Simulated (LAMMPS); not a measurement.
MD of Cu (fcc) with 50 % of Cu sites Ta at zero pressure over temperature, 4000 atoms; each row names its start.

Level of theory: classical MD, pair style eam/alloy, file CuTa.eam.alloy; code LAMMPS.

```csv
"T (K), start",state,volume,enthalpy,"first peak of g(r), Cu-Ta",coordination number of Cu by Ta,D(Cu),D(Ta)
"300, crystal",solid that has left the starting structure; no diffusion seen in 30 ps,15.1766 ± 0.0006 Å³/atom,-5.7869 ± 0.0001 eV/atom,"2.70 Å, height 5.6",6.98 (counted to 3.74 Å),-,-
"1630, crystal",solid that has left the starting structure; no diffusion seen in 30 ps,15.804 ± 0.001 Å³/atom,-5.4275 ± 0.0004 eV/atom,"2.71 Å, height 3.0",7.12 (counted to 3.82 Å),-,-
"2210, melt",liquid,16.150 ± 0.004 Å³/atom,-5.1798 ± 0.0007 eV/atom,"2.64 Å, height 2.6",7.34 (counted to 3.86 Å),(3.72 ± 0.08) × 10^-5 cm²/s,(2.27 ± 0.08) × 10^-5 cm²/s
"2670, melt",liquid,16.502 ± 0.003 Å³/atom,-5.0341 ± 0.0007 eV/atom,"2.63 Å, height 2.4",7.29 (counted to 3.90 Å),(6.3 ± 0.1) × 10^-5 cm²/s,(4.08 ± 0.07) × 10^-5 cm²/s
"3250, melt",liquid,16.970 ± 0.003 Å³/atom,-4.8551 ± 0.0003 eV/atom,"2.64 Å, height 2.2",7.08 (counted to 3.90 Å),(9.5 ± 0.2) × 10^-5 cm²/s,(6.0 ± 0.1) × 10^-5 cm²/s
```

Caution (rows 300, crystal; 1630, crystal): the random arrangement on this lattice is imposed, and need not be a phase that exists in equilibrium.

Caution (rows 2210, melt; 2670, melt; 3250, melt): a run this short can hold a crystal over, or a liquid under, the potential's own melting point, which these runs don't give.

States go by the mean squared displacement: a species diffuses where it passes 1.5 Å², still rises and gives D over 1e-6 cm²/s; a crystal has left its structure where atoms lie 0.35 Å off their sites on average or a cubic box changes its shape by 3 %, or the axial ratios of another lie 8 % off the starting cell's, which the potential's own relaxation can also do.

Errors of D are the spread over four groups of atoms in one short run; a floor of about 5 %, a picked value, is safer.

Uncertainties are statistical and leave out the potential's own error.
